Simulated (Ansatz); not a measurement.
# WC: isotropic strain +0.50 %

Take WC (space group P-6m2, No. 187; a = 2.922 Å, c = 2.846 Å; relaxed with 0.1 eV smearing) as the base.

Perturbation: the cell is scaled by 1.0050 in all directions; the atoms relax in the strained cell.

Method: Ansatz (a program for electronic structure) PBE, without spin-orbit coupling. Settings: 23×23×20 k-points, 0.1 eV Fermi–Dirac smearing.

```tsv
quantity	base	changed	shift
volume per atom	10.53 Å³	10.68 Å³	+0.159 Å³
space group	P-6m2 (No. 187)	P-6m2 (No. 187)	–
shortest interatomic distance	220.7 pm	221.8 pm	+1.1 pm
energy relative to the base (free energy F)	0 meV/atom	+2.8 meV/atom	+2.8 meV/atom
pressure (mean of the normal stresses, compression positive)	0.0 GPa	-5.6 GPa	-5.6 GPa
band gap	zero	zero	–
```

Final structure:

```
WC
1.0
    2.93707     0.00000     0.00000
   -1.46854     2.54358     0.00000
    0.00000     0.00000     2.86042
W C
1 1
Cartesian
  0.00000   0.00000   0.00000
  0.00000   1.69572   1.43021
```

Stability against distortions was not tested. The final runs are not spin-polarised.
